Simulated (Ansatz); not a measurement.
# NaCl: band gap against strain

NaCl (rock salt, Fm-3m, 21.969 Å³/atom at rest) under an equal strain ε in the (001) plane with the normal axis free, as in a coherent film. PBEsol in Ansatz, a plane-wave DFT program (PAW, default set), 420 eV, 10×10×10 Γ-centred mesh, Fermi-Dirac smearing 0.05 eV; ions are relaxed within the symmetry of each cell. Gaps are the smallest over the k-mesh and a band path, without spin-orbit coupling; in all rows the valence edge lies at Γ and the conduction edge at Γ.

Here s stands for strain and Eg for gap.

| strain (%) | gap (eV) |
|---|---|
| -3.00 | ? |
| -1.50 | 5.093 |
| -1.00 | 5.065 |
| -0.50 | 5.037 |
| 0.00 | 5.012 |

### Question
Fit Eg against s with a straight line, and predict the withheld value at s = -3.00.

### Answer
Means: s -0.75000, Eg 5.0518. About the means, the sum of products is -0.067750 and the sum of squares of s is 1.2500; the slope is their ratio. Least squares gives Eg = 5.0111 - 0.05420·s. Residuals (row less fit): 0.0006, -0.0003, -0.0012, 0.0009; standard error 0.0012 (degrees of freedom: 2). Over these rows the gap moves by -5.4 ± 0.1 eV per unit strain. At the withheld row, Eg = 5.0111 - 0.05420 × (-3.0) = 5.1737 eV. The calculation gives 5.182 eV, 0.0083 eV above the prediction (4.9 % of the range of Eg in the table). The row lies outside the fitted rows, so this is an extrapolation. From the scatter of the fitted rows alone, a prediction at this place has a standard error of 0.0027 eV, so the miss is 3.1 times that.

One order more, fitted to all 7 runs of the series, follows each within 0.001, so the miss is the next term of a smooth law. Rows are the converged runs of the series near zero and its far end; series whose fitted rows scatter by over a few per cent of the range, as at a crossing or softening among them, aren't shown in this form. Most that stay on the fit to the last digits aren't either.
